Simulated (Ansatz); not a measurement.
Input:

End structure of a constructed model of the (0001) surface of hcp Co, ferromagnetic, a layer of Au in place of the second plane (bottom of the slab: a bare face, its two planes held):

```yaml
crystal:
  lattice:
    - [2.49292, 0.00000, 0.00000]
    - [-1.24646, 2.15893, 0.00000]
    - [0.00000, 0.00000, 26.50000]
  atoms:
    - { symbol: Co, position: [0.66667, 0.33333, 0.30752] }
    - { symbol: Co, position: [0.33333, 0.66667, 0.38361] }
    - { symbol: Co, position: [0.66667, 0.33333, 0.46112] }
    - { symbol: Co, position: [0.33333, 0.66667, 0.53525] }
    - { symbol: Au, position: [0.66667, 0.33333, 0.62843] }
    - { symbol: Co, position: [0.33333, 0.66667, 0.72177] }
```

Set-up: 6 atoms, 10.2 Å thick at the start with caps and adatoms (thin: gaps and levels are the slab's own); mesh 17x17x1; 0.1 eV smearing; dipole correction on; 2 atoms held, the rest relaxed; symmetry of the start imposed; spin-polarised, ending with about 8.5 μB a cell; orders that need a larger cell were not tried, no spin-orbit, no U. In PBE it lies 0.18 eV a 1x1 cell over the lowest computed structure of the same composition (a layer of Au in place of the third plane).

Predict the work function of the top face from Ansatz (a program for electronic structure) with PBE.

5.36 eV
